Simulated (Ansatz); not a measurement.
Start from AgCl in the rock salt structure (space group Fm-3m, No. 225).

```xyz
2
Lattice="0.0000 2.8057 2.8057 2.8057 0.0000 2.8057 2.8057 2.8057 0.0000" Properties=species:S:1:pos:R:3 pbc="T T T"
Ag     0.0000     0.0000     0.0000
Cl     2.8057     2.8057     2.8057
```

Calculations: PBE in Ansatz (plane waves to 420 eV, PAW, without spin-orbit coupling).

Strains are applied to the cell and any free atomic positions relax.

One change was made to it. Results:

| quantity | base | after |
|---|---|---|
| energy relative to the base (free energy F) | 0 meV/atom | +2.5 meV/atom |
| electron mass | 0.27 mₑ (at Γ) | 0.27 mₑ (at Γ) |
| band gap | 0.92 eV | 0.94 eV |
| smallest direct gap | 2.88 eV | 2.80 eV |

Question: Name the change that was made.
(A) isotropic strain +0.50 %
(B) isotropic strain +1.00 %
(C) isotropic strain +2.50 %

Answer: B, isotropic strain +1.00 %. For comparison, the energy relative to the base in the other runs: isotropic strain +0.50 % gives +0.6 meV/atom; isotropic strain +2.50 % gives +15 meV/atom.

Masses are band curvatures over ±0.01 Å⁻¹ around the edge. No phonon test of stability was made.

Ansatz is an electronic-structure program.
